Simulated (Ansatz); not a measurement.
A computed series for hypothetical P4_32_12 C: response to strain

Base system: C (space group P4_32_12, No. 96; a hypothetical phase, not in the database extracts checked).

```
CELL_PARAMETERS angstrom
      3.80193     0.00000     0.00000
      0.00000     3.80193     0.00000
      0.00000     0.00000     4.68108
ATOMIC_POSITIONS crystal
  C  0.07569 0.07569 0.00000
  C  0.42431 0.57569 0.75000
  C  0.92431 0.92431 0.50000
  C  0.57569 0.42431 0.25000
  C  0.16669 0.37913 0.21640
  C  0.12087 0.66669 0.96640
  C  0.83331 0.62087 0.71640
  C  0.87913 0.33331 0.46640
  C  0.66669 0.12087 0.03360
  C  0.62087 0.83331 0.28360
  C  0.33331 0.87913 0.53360
  C  0.37913 0.16669 0.78360
```

Cartesian axes are those of the cell as printed.

Strains are applied to the cell and any free atomic positions relax; under biaxial strain the out-of-plane vector relaxes too.

Computed with PBE in Ansatz (plane waves to 420 eV, PAW, no SOC).

Notes on the quantities. band gap: an upper bound: an edge found on the path is not a true extremum; the base alone; pressure: mean of the normal stresses, compression positive.

```json
[
 {"variant": "base", "band gap": "4.97 eV", "out-of-plane strain": "–", "pressure": "0.00 GPa"},
 {"variant": "biaxial strain −1.27 %, plane normal [001], relaxed out of plane", "band gap": "4.90 eV", "out-of-plane strain": "+0.24 %", "pressure": "10.66 GPa"},
 {"variant": "biaxial strain −1.25 %, plane normal [001], relaxed out of plane", "band gap": "4.90 eV", "out-of-plane strain": "+0.24 %", "pressure": "10.49 GPa"},
 {"variant": "biaxial strain −0.44 %, plane normal [001], relaxed out of plane", "band gap": "4.95 eV", "out-of-plane strain": "+0.08 %", "pressure": "3.56 GPa"},
 {"variant": "isotropic strain +2.82 %", "band gap": "4.70 eV", "out-of-plane strain": "–", "pressure": "-28.37 GPa"}
]
```

Whether these cells are dynamically stable was not tested.

Ansatz is a quantum-chemistry and plane-wave program.
